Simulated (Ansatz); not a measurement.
Consider the following.

```
CdSe
1.0
    0.00000     2.97997     2.97997
    2.97997     0.00000     2.97997
    2.97997     2.97997     0.00000
Cd Se
1 1
Direct
  0.00000   0.00000   0.00000
  0.25000   0.25000   0.25000
```

No spin polarisation.

Method: plane-wave PAW DFT at the PBEsol level (Ansatz, an electronic-structure program, 420 eV), no spin-orbit coupling. k-mesh 9×9×9 (Γ-centred); smearing 0.05 eV (Fermi–Dirac).

Question: Predict the width of the top valence band, space group and band gap.

Answer: 
* **Width of the top valence band**: 2.50 eV
* **Space group**: F-43m (No. 216)
* **Band gap**: 0.60 eV

The cells carry an imposed strain or load. No phonon test of stability was made. The cell was made from CdSe in the zinc blende structure (space group F-43m, No. 216) by this change: isotropic strain −2.00 %.
